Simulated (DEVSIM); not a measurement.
Device: Al/SiO2/p-Ge capacitor, at 300 K.

| layer (left to right) | material | thickness (nm) | Na (cm⁻³) |
|---|---|---|---|
| 1 | SiO2 | 8.00 | - |
| 2 | Ge | 7100 | 7.1e15 |

Metal gate on the left, work function 4.1 eV. Fixed charge at the semiconductor interface 2.49e12 cm⁻² (in units of +e); interface traps 3.4e11 cm⁻² eV⁻¹, uniform in energy, neutral level at 0.5 of the gap above the valence band.

This is a model device: material constants are rounded textbook-type values typed into the input, and sizes, dopings and lifetimes were drawn at random. Values at 300 K.

| parameter | SiO2 | Ge |
|---|---|---|
| gap (eV) | 9 | 0.664 |
| affinity (eV) | 0.9 | 4 |
| permittivity | 3.9 | 16 |
| Nc (cm⁻³) | - | 1.04e19 |
| Nv (cm⁻³) | - | 6e18 |

Simulated with DEVSIM: 1D Poisson equation in equilibrium, Boltzmann statistics, complete ionisation; no quantum confinement or tunnelling. Metal contacts follow the ideal Schottky-Mott rule: no Fermi-level pinning, no interface dipoles.

Problem. Tabulate band edges, carrier densities and field at -1.75 V on the gate.

Solution. Energies count from the Fermi level of the right contact; mesh points crowd at the junctions.

```csv
x (μm),Ec (eV),Ev (eV),n (cm⁻³),p (cm⁻³),field (V/cm)
0.000,4.950,-4.050,< 1e2,< 1e2,-1500000
0.001351,4.742,-4.258,< 1e2,< 1e2,-1500000
0.003804,4.366,-4.634,< 1e2,< 1e2,-1500000
0.006389,3.969,-5.032,< 1e2,< 1e2,-1500000
0.008214,0.620,-0.044,4.0e8,1.1e18,-79000
0.01005,0.608,-0.056,6.5e8,6.8e17,-61000
0.01432,0.587,-0.077,1.4e9,3.0e17,-40000
0.03053,0.547,-0.117,6.7e9,6.5e16,-16000
0.06211,0.517,-0.147,2.2e10,2.0e16,-5800
0.1358,0.496,-0.168,4.8e10,9.1e15,-1200
0.3077,0.490,-0.174,6.1e10,7.2e15,-53
0.9593,0.490,-0.174,6.2e10,7.1e15,≈ 0
2.229,0.490,-0.174,6.2e10,7.1e15,≈ 0
4.663,0.490,-0.174,6.2e10,7.1e15,≈ 0
6.310,0.490,-0.174,6.2e10,7.1e15,≈ 0
6.766,0.490,-0.174,6.2e10,7.1e15,≈ 0
6.967,0.490,-0.174,6.2e10,7.1e15,≈ 0
7.048,0.490,-0.174,6.2e10,7.1e15,≈ 0
7.089,0.490,-0.174,6.2e10,7.1e15,≈ 0
7.101,0.490,-0.174,6.2e10,7.1e15,≈ 0
7.106,0.490,-0.174,6.2e10,7.1e15,≈ 0
7.108,0.490,-0.174,6.2e10,7.1e15,≈ 0
```
